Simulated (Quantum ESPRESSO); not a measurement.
Troubleshooting Quantum ESPRESSO: a failed run on HfN (Fm-3m, 2 atoms in the cell). The aim is a self-consistent single point with DFT, LDA (PZ), plane waves, GBRV 1.5 ultrasoft (LDA) pseudopotentials.

Cell that was meant: a = 3.1903 Å, b = 3.1903 Å, c = 3.1903 Å, α = 60.00°, β = 60.00°, γ = 60.00°.

Part of the input:

```fortran
   ibrav = 0
   nat = 2
   ntyp = 2
   occupations = 'smearing'
   smearing = 'cold'
   degauss = 0.0036749
/
```

Output, abridged:

```
 %%%%%%%%%%%%%%%%%%%%%%%%%%%%%%%%%%%%%%%%%%%%%%%%%%%%%%%%%%%%%%%%%%%%%%%%%%%%%%
     Error in routine set_cutoff (1):
      ecutwfc not set
 %%%%%%%%%%%%%%%%%%%%%%%%%%%%%%%%%%%%%%%%%%%%%%%%%%%%%%%%%%%%%%%%%%%%%%%%%%%%%%

     stopping ...
```

**Question.** Read the log: what does the program object to, and what is the fix?

**Answer.** The fault is no plane-wave cutoff. The cutoff has no default. To fix it, give the cutoff. The program stopped before any SCF iteration.

An input that runs soundly differs in these lines (not the only fix; some lines may just follow from the change or write a value another way):
```diff
+   ecutwfc = 40
+   ecutrho = 320
```

With that input, the run converged in 9 iterations: free energy E − TS -2435.7571 eV; Fermi level (on the code's own zero) 18.55 eV; pressure -9.41 GPa (DFT, LDA (PZ), plane waves, GBRV 1.5 ultrasoft (LDA) pseudopotentials).

On the sound input: the starting cell comes from a database of computed structures (which also holds hypothetical and non-ambient phases and stackings), without a prior relaxation at this level. With a pressure of about -9 GPa the cell is away from its equilibrium volume at this level.
